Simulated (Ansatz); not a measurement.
The reference is AlN in the zinc blende structure (space group F-43m, No. 216; a = 4.342 Å). Axes: x, y, z lie along the cube axes.

Computed with LDA/PAW in Ansatz (a quantum-chemistry and plane-wave program), no spin-orbit coupling.

Strains are applied to the cell and any free atomic positions relax.

One change was made to it. Results:

The energy increases by 3.1 meV/atom; the valley order (the lowest conduction-band minima on the path, energy above the VBM, named in the base's zone) becomes X along [001] 3.13 eV; X along [010] 3.15 eV; Γ 4.27 eV (base: X along ⟨100⟩ 3.25 eV; Γ 4.39 eV); the smallest direct gap decreases by 0.115 eV, from 4.39 eV to 4.27 eV; the valence-band top at Γ (three highest levels, from the VBM) amounts to 0.00, -0.11, -0.20 eV.

**Question.** Which change produced these results?
A. tensor shear ε_xy = +1.71 %
B. tensor shear ε_xy = +1.43 %
C. tensor shear ε_xy = +1.14 %

**Answer.** C, tensor shear ε_xy = +1.14 %. For comparison, the valley order in the other runs: tensor shear ε_xy = +1.71 % gives X along [001] 3.06 eV; X along [010] 3.09 eV; Γ 4.20 eV; tensor shear ε_xy = +1.43 % gives X along [001] 3.10 eV; X along [010] 3.12 eV; Γ 4.24 eV.

Stability against distortions was not tested. This is not the structure that AlN has at room temperature and ambient pressure.
